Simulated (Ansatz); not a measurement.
# 1T (CdI2-type) CaI2: properties by level of theory

```
level (code)        equilibrium lattice constant a (Å)  c axis length (Å)
------------------  ----------------------------------  -----------------
LDA (Ansatz)                                     4.350                  ?
r²SCAN (Ansatz)                                  4.518                  ?
r²SCAN-D4 (Ansatz)                               4.490              7.055
```

Some entries are withheld; supply them.


- LDA (Ansatz, a first-principles code), c axis length (Å): 6.762
- r²SCAN (Ansatz), c axis length (Å): 7.249

Caveats: LDA has no dispersion term either, though it tends to give short spacings of layers, chains or molecules (LDA); the cell comes from a level without a dispersion term, which matters for the spacing of layers, chains or molecules (r²SCAN). Ansatz's density-functional and Hartree–Fock values are scalar-relativistic unless marked +SOC, with PAW data made under PBE.

Computed values are for the static lattice.
